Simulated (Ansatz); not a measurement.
A computed series for SnS: response to strain

Take SnS in the GeS type structure (space group Pnma, No. 62; a = 11.1555 Å, b = 3.9999 Å, c = 4.2608 Å) as the base. Axes: x, y, z lie along a, b, c of the conventional cell.

Strains are applied to the cell and any free atomic positions relax; under biaxial strain the out-of-plane vector relaxes too; under stress the whole cell relaxes.

Calculations: Ansatz (a quantum-chemistry and plane-wave program), PBE-D3(BJ), PAW, cutoff 420 eV, no spin-orbit coupling, earlier PAW set.

Notes on the quantities. pressure: mean of the normal stresses, compression positive.

```tsv
case	band gap	gap character	pressure	smallest direct gap	shortest interatomic distance
base	0.70 eV	indirect, Γ–Z (83 % along) → Y–Γ (33 % along)	0.00 GPa	0.85 eV	2.642 Å
biaxial strain −2.29 %, plane normal [001], relaxed out of plane	0.64 eV	–	0.90 GPa	0.74 eV	2.649 Å
biaxial strain +1.14 %, plane normal [001], relaxed out of plane	0.72 eV	indirect, Γ–Z (83 % along) → Γ	-0.42 GPa	0.85 eV	2.637 Å
biaxial strain +4.48 %, plane normal [001], relaxed out of plane	0.52 eV	indirect, Y–Γ (33 % along) → Γ	-1.44 GPa	0.94 eV	2.622 Å
isotropic strain +0.73 %	0.81 eV	indirect, Γ–Z (83 % along) → Y–Γ (33 % along)	-0.78 GPa	0.91 eV	2.646 Å
uniaxial strain ε_yy = −1.38 %	0.53 eV	indirect, Γ–Z (83 % along) → Y–Γ (33 % along)	0.67 GPa	0.79 eV	2.644 Å
uniaxial strain ε_zz = +2.81 %	0.82 eV	indirect, Γ–Z (83 % along) → Y–Γ (33 % along)	-0.84 GPa	0.95 eV	2.653 Å
uniaxial stress, 1 GPa compression along z	0.54 eV	indirect, Γ–Z (83 % along) → Γ	–	0.80 eV	2.628 Å
```

Gaps are read on the SCF mesh and a high-symmetry path. Beyond what the load breaks, stability against distortions was not tested.
